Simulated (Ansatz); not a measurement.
Start from NbN in the rock salt structure (space group Fm-3m, No. 225; a = 4.421 Å).

The other end (x = 1) is YN in the rock salt structure (space group Fm-3m, No. 225): 14.76 Å³/atom, gap 0.21 eV.

Level of theory: PBE, PAW, 420 eV (Ansatz, a program for electronic structure; no spin-orbit coupling).

Y replaces a fraction x of Nb; each row is one arrangement (x, atoms in the cell, starting space group or random), fully relaxed.

One change was made to it. Results:

| quantity | base | after |
|---|---|---|
| mixing energy (to 0.01 eV only: unlike meshes or grids) | – | +0.05 eV/atom |
| shortest interatomic distance | 2.211 Å | 2.246 Å |

### Question
Which of these changes matches the shifts?
A) x(Y) = 0.333, 6 atoms, I4/mmm
B) x(Y) = 0.333, 6 atoms, Immm
C) x(Y) = 0.25, 8 atoms, R-3m
D) x(Y) = 0.75, 8 atoms, I4/mmm

### Answer
D, x(Y) = 0.75, 8 atoms, I4/mmm. For comparison, the shortest interatomic distance in the other runs: x(Y) = 0.25, 8 atoms, R-3m gives 2.213 Å; x(Y) = 0.333, 6 atoms, Immm gives 2.194 Å; x(Y) = 0.333, 6 atoms, I4/mmm gives 2.159 Å.

Each cell is one ordered arrangement of few atoms, which overstates ordering effects compared with a random alloy. Stability against distortions was not tested. The final runs are not spin-polarised. A zero or small gap of YN can be the functional's error rather than a property of the material.
